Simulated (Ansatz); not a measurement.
By PBEsol, the system below comes out a metal.

Crystal: Hf (P6_3/mmc, hcp (Mg type), 2 atoms a cell, 22.3 Å³ an atom, -3 GPa at this level); planes in its conventional cell.

All values below come from PBEsol (plane waves, PAW; Ansatz, a quantum-chemistry and plane-wave program).

Ballistic conductance counts the channels of both spins, as a mean over 0.1 eV about the Fermi level; spin-orbit coupling is left out.

```csv
plane,area (Å²),G/A (10¹⁵ S/m²)
(100),16.1,0.51
(001),8.8,[?]
```

Problem. Fill in the missing entries.

Solution. 
- (001), G/A (10¹⁵ S/m²): 0.60
